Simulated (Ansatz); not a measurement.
The starting structures come from a database of crystals and need not be the phases stable at ambient conditions.

By PBEsol, the system below comes out a metal.

Crystal: Rh (P6_3/mmc, hcp (Mg type), not sure to be the ambient phase, 2 atoms a cell, 14.3 Å³ an atom, -14 GPa at this level); planes in its conventional cell.

All values below come from PBEsol (plane waves, PAW; Ansatz, a quantum-chemistry and plane-wave program).

G/A = (e²/h) × open channels of both spins per area, as a mean over 0.1 eV about the Fermi level, without spin-orbit coupling, for the cells as given.

```csv
plane,area (Å²),G/A (10¹⁵ S/m²)
(001),6.5,2.3
(100),12.1,…
```

Question: What belongs in the gaps?

Answer: 
- (100), G/A (10¹⁵ S/m²): 1.6
